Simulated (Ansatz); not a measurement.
The reference is CdSe in the wurtzite structure (space group P6_3mc, No. 186; a = 4.302 Å, c = 7.021 Å).

Method: PBEsol, PAW, 420 eV (Ansatz, a program for electronic structure; spin-orbit coupling left out).

Strains are applied to the cell and any free atomic positions relax.

One change was made to it. Results:

| quantity | base | after |
|---|---|---|
| gap character | direct at Γ | direct at Γ |
| mean gap deformation potential ΔEg/Δln V | – | -2.1 eV |
| energy relative to the base (free energy F) | 0 meV/atom | +12 meV/atom |
| valence-band top at Γ (three highest levels, from the VBM) | 0.00, 0.00, -0.05 eV | 0.00, 0.00, -0.04 eV |

Question: Which change produced these results?
A. isotropic strain +1.80 %
B. isotropic strain +2.40 %
C. isotropic strain +0.60 %

Answer: A, isotropic strain +1.80 %. For comparison, the energy relative to the base in the other runs: isotropic strain +2.40 % gives +22 meV/atom; isotropic strain +0.60 % gives +1.4 meV/atom.

Stability against distortions was not tested.
